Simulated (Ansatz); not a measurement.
A computed series for hypothetical diamond Be: response to strain

The parent structure is Be in the diamond structure (space group Fd-3m, No. 227; a = 4.899 Å; a hypothetical phase, not in the database extracts checked; relaxed with 0.1 eV smearing). Axes: x, y, z lie along the cube axes.

Strains are applied to the cell and any free atomic positions relax; under biaxial strain the out-of-plane vector relaxes too.

Method: PBE/PAW in Ansatz (a first-principles code), no spin-orbit coupling.

Notes on the quantities. energy relative to the base: free energy F; pressure: mean of the normal stresses, compression positive.

```tsv
change	shortest interatomic distance	energy relative to the base	space group	pressure
base	2.121 Å	0 meV/atom	Fd-3m (No. 227)	0.0 GPa
biaxial strain −1.84 %, plane normal [110], relaxed out of plane	2.138 Å	-90 meV/atom	Imma (No. 74)	-9.6 GPa
isotropic strain −1.10 %	2.098 Å	+2.2 meV/atom	Fd-3m (No. 227)	1.5 GPa
uniaxial strain ε_xx = +3.05 %	2.143 Å	+0.1 meV/atom	I4_1/amd (No. 141)	-1.3 GPa
```

Stability against distortions was not tested. Under biaxial strain −1.84 %, plane normal [110], relaxed out of plane the cell ends below the base's energy or with stress of the wrong sign: the atoms slid into a distortion or the cell is elastically unstable, so the base is not a stable minimum at this level.
